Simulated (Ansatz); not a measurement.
Base system: Au in the fcc (Cu type) structure (space group Fm-3m, No. 225; a = 4.157 Å).

(Cell as relaxed with PBE.)

Levels (all Ansatz, a quantum-chemistry and plane-wave program, PAW, earlier PAW set): PBE (420 eV, no spin-orbit coupling); r2SCAN (500 eV, without spin-orbit coupling).

Each level relaxes its own structure.

| base | PBE | r2SCAN |
|---|---|---|
| volume per atom | 17.96 Å³ | 17.53 Å³ |
| lattice parameter a | 4.157 Å | 4.124 Å |
| band gap | zero | zero |

It is then changed as follows: full substitution Au → Pt; the structure is relaxed again.

```csv
quantity,PBE,r2SCAN
lattice parameter a,3.970 Å,3.940 Å
band gap,zero,zero
```

PBE's lattice parameter a lies 0.030 Å above r2SCAN's (0.8 %); the two agree on the band gap. Neither level is exact; r2SCAN is the comparison here, not a measurement.

Stability against distortions was not tested. All final runs are without spin polarisation.
